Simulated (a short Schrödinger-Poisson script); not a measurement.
System: symmetric double-gate stack, Si3N4 on p-type Si(110), at 300 K.

```
layer  material  thickness (nm)  Na (cm⁻³)
-----  --------  --------------  ---------
1         Si3N4             4.4          -
2            Si               6       1e15
3         Si3N4             4.4          -
```

Constants are typed, rounded textbook-type inputs, not results; the design itself was drawn at random and stands for no fabricated device. Si3N4: permittivity 7.5, conduction-band edge (eV) 1.95, gap (eV) 5.1, electron mass (mₑ) 0.5. Si: permittivity 11.7, conduction-band edge (eV) 0, gap (eV) 1.124, Nv at 300 K (cm⁻³) 3.1e19.

Channel valleys (confinement mass, in-plane density-of-states mass, number): Δ4 0.315, 0.324, 4; Δ2 0.19, 0.417, 2. At the gates, both at one voltage, the conduction-band edge of layer 1 lies 2.26 eV − eVg above the Fermi level of the channel. Gaps are held at their typed values at every temperature. Mesh 0.03 nm at interfaces.

From a short Schrödinger-Poisson script (our own, NumPy): 1D Poisson equation in equilibrium, electrons classical, Boltzmann, parabolic valleys, classical holes, full ionisation, no traps, pinning or gate leakage.

The same stack at other levels of the model or other numerical settings:

```csv
run,sheet density of all electrons at Vg = 1.8 V (cm⁻²),sheet density of all electrons at Vg = 0.6 V (cm⁻²),capacitance of both gates at Vg = 1.8 V (μF/cm²),rough cost against the base
base,2.66e13,5.46e12,2.91,about 1
"electrons treated as classical, Fermi-Dirac",2.57e13,5.38e12,2.78,3
"electrons treated as quantum, Hartree",?,?,?,30
mesh six times as coarse,2.62e13,5.40e12,2.86,about 1
```

Q: What belongs in the gaps?

A: 
- electrons treated as quantum, Hartree, sheet density of all electrons at Vg = 0.6 V (cm⁻²): 4.40e12
- electrons treated as quantum, Hartree, sheet density of all electrons at Vg = 1.8 V (cm⁻²): 2.23e13
- electrons treated as quantum, Hartree, capacitance of both gates at Vg = 1.8 V (μF/cm²): 2.50

The classical rows ignore confinement, and Boltzmann statistics overrate the density once the band edge passes the Fermi level.
